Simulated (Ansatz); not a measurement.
# A computed series for Zr: response to strain

Base system: Zr (space group P6/mmm, No. 191; a = 4.977 Å, c = 3.108 Å; a cell from a computed database, its experimental status unchecked; relaxed with 0.1 eV smearing). Axes: x lies along a and z along c of the hexagonal cell.

Strains are applied to the cell and any free atomic positions relax; under biaxial strain the out-of-plane vector relaxes too.

Calculations: Ansatz (a quantum-chemistry and plane-wave program) PBEsol, spin-orbit coupling left out.

Notes on the quantities. energy relative to the base: free energy F; pressure: mean of the normal stresses, compression positive.

```csv
change,energy relative to the base,pressure,volume per atom,space group
base,0 meV/atom,0.0 GPa,22.22 Å³,P6/mmm (No. 191)
"biaxial strain −2.99 %, plane normal [001], relaxed out of plane",–,5.0 GPa,21.25 Å³,P6/mmm (No. 191)
isotropic strain +2.94 %,+51 meV/atom,-7.6 GPa,24.23 Å³,P6/mmm (No. 191)
uniaxial strain ε_xx = −2.61 %,+8.5 meV/atom,2.8 GPa,21.64 Å³,Cmmm (No. 65)
uniaxial strain ε_yy = −0.69 %,+0.6 meV/atom,0.7 GPa,22.06 Å³,Cmmm (No. 65)
```

Stability against distortions was not tested. The base started in Ibam and relaxed to P6/mmm at this level. The final runs are not spin-polarised. This is not the structure that Zr has at room temperature and ambient pressure.
